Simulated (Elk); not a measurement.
```
CELL_PARAMETERS angstrom
      0.00000     3.05229     3.05229
      3.05229     0.00000     3.05229
      3.05229     3.05229     0.00000
ATOMIC_POSITIONS crystal
  La 0.00803 0.00803 0.99197
  As 0.50000 0.50000 0.50000
```

Method of the run: Elk with LDA (PW92), all-electron FP-LAPW, Elk's shipped species files, default APW+lo basis.

The set-up and first iterations of an Elk log for LaAs (I4mm, 2 atoms in the cell):

```
│ Elk code version 10.2.4 │

All units are atomic (Hartree, Bohr, etc.)

│ Ground-state run starting from atomic densities │

Lattice vectors :
   0.000000000       5.767988373       5.767988373
   5.767988373       0.000000000       5.767988373
   5.767988373       5.767988373       0.000000000

Unit cell volume      :    383.7983688
Brillouin zone volume :   0.6463034593

Muffin-tin inner radius fraction :   0.1000000000E-01

Nuclei treated as point charges

Species :    1 (La)
 parameters loaded from : La.in
 name : lanthanum
 nuclear charge    :   -57.00000000
 electronic charge :    57.00000000
 atomic mass :    253209.2364
 muffin-tin radius :    2.800000000
 number of radial points in muffin-tin :    697
 atomic positions (lattice), magnetic fields (Cartesian) :
   1 :   0.00000000  0.00000000  0.00000000    0.00000000  0.00000000  0.00000000

Species :    2 (As)
 parameters loaded from : As.in
 name : arsenic
   [... lines left out ...]

Muffin-tin radius times maximum |G+k| :    7.000000000
 using average radius
Maximum |G+k| for APW functions       :    2.692307692
Maximum (1/2)|G+k|²                   :    3.624260355
Maximum |G| for potential and density :    5.384616385
 potential will be trimmed for |G| > 2 gkmax
Constant for pseudocharge density :    4
Radial integration step length :    4

G-vector grid sizes :     14    14    14
Number of G-vectors :      965

Maximum angular momentum used for
 APW functions                      :    8
 outer part of muffin-tin           :    6
 inner part of muffin-tin           :    1

Total nuclear charge    :   -90.00000000
Total core charge       :    64.00000000
Total valence charge    :    26.00000000
Total excess charge     :    0.000000000
Total electronic charge :    90.00000000

Effective Wigner radius, rₛ :    1.005983062

Number of empty states         :    8
Total number of valence states :   21
Total number of core states    :   64

Total number of local-orbitals :   28

Exchange-correlation functional :      3     0     0
 Perdew-Wang/Ceperley-Alder, Phys. Rev. B 45, 13244 (1992)
 gradient requirement :    0
 local density approximation (LDA)

Smearing type :    3
 Fermi-Dirac
Smearing width :   0.3674930000E-02
Effective electronic temperature (K) :    1160.451112

Mixing type :    3
 Broyden mixing, J. Phys. A: Math. Gen. 17, L317 (1984)

Kohn-Sham potential initialised from atomic data
│ Self-consistent loop started │
│ Loop number : 1 │
 total energy                :     -10761.1345090
│ Loop number : 2 │
 total energy                :     -10760.9871010
RMS change in Kohn-Sham potential (target) :   0.1055267688     (  0.1000000000E-05)
Absolute change in total energy (target)   :   0.1474079736     (  0.1000000000E-03)
│ Loop number : 3 │
 total energy                :     -10759.0701806
RMS change in Kohn-Sham potential (target) :   0.8948527568E-01 (  0.1000000000E-05)
Absolute change in total energy (target)   :    1.953772423     (  0.1000000000E-03)
│ Loop number : 4 │
 total energy                :     -10757.6398482
RMS change in Kohn-Sham potential (target) :   0.7451684372E-01 (  0.1000000000E-05)
Absolute change in total energy (target)   :    1.918775476     (  0.1000000000E-03)
│ Loop number : 5 │
 total energy                :     -10667.9309704
RMS change in Kohn-Sham potential (target) :    7.056255758     (  0.1000000000E-05)
Absolute change in total energy (target)   :    90.18857166     (  0.1000000000E-03)
│ Loop number : 6 │
 total energy                :     -10796.5908165
RMS change in Kohn-Sham potential (target) :   0.8723285047     (  0.1000000000E-05)
Absolute change in total energy (target)   :    106.1127032     (  0.1000000000E-03)
│ Loop number : 7 │
 total energy                :     -10688.7516157
RMS change in Kohn-Sham potential (target) :   0.5089158206     (  0.1000000000E-05)
   [... lines left out ...]
```

### Question
Will this run converge, and how will it end?

### Answer
The run ended unconverged after 200 iterations. It gives no final result for the task that was set. The log goes on:

```
Absolute change in total energy (target)   :    182.6457274     (  0.1000000000E-03)
│ Loop number : 134 │
 total energy                :     -10612.3220365
   [... lines left out ...]
RMS change in Kohn-Sham potential (target) :   0.1347825989     (  0.1000000000E-05)
Absolute change in total energy (target)   :    11.90625407     (  0.1000000000E-03)
│ Loop number : 198 │
 total energy                :     -10752.7997631
RMS change in Kohn-Sham potential (target) :   0.2518751195E-01 (  0.1000000000E-05)
Absolute change in total energy (target)   :    19.95250312     (  0.1000000000E-03)
│ Loop number : 199 │
 total energy                :     -10810.0992580
RMS change in Kohn-Sham potential (target) :   0.6008716941     (  0.1000000000E-05)
Absolute change in total energy (target)   :    62.28762070     (  0.1000000000E-03)
│ Loop number : 200 │
Reached self-consistent loops maximum

Energies :
 Fermi                       :     0.687818290985
 total energy                :     -10707.5737157

Density of states at Fermi energy :    42.03123754
 (states/Hartree/unit cell)

Estimated indirect band gap :   0.1360584542E-01
 from k-point      7 to k-point      1
Estimated direct band gap   :   0.1168598143
 at k-point      7

Charges :
 core                        :    64.00000000
 valence                     :    26.00000000
 interstitial                :    3.900634016
 muffin-tins (core leakage)
  species :    1 (La)
   atom    1                 :    54.53583637     (  0.2195052715E-03)
  species :    2 (As)
   atom    1                 :    31.56352962     (  0.1492469161E-03)
 total in muffin-tins        :    86.09936598
 total calculated charge     :    89.99294102
 total charge                :    90.00000000
 error                       :   0.7058984469E-02

│ Self-consistent loop stopped │
```

The starting cell comes from a database of computed structures (which also holds hypothetical and non-ambient phases and stackings), without a prior relaxation at this level. Its lattice was rescaled by up to half a per cent. One atom was moved a little off its site on purpose. For this run, on top of that: lattice scaled by 0.98. Values depend on the basis (sphere radii, cutoffs, local orbitals), which need not be converged.

The run was DFT, LDA (PW92), all-electron FP-LAPW, Elk's shipped species files, default APW+lo basis. Main settings of its input:

xctype: 3
rgkmax: 7
stype: 3
swidth: 0.00367493 Ha
ngridk: 3 3 3
gmaxvr: 3.8 1/bohr
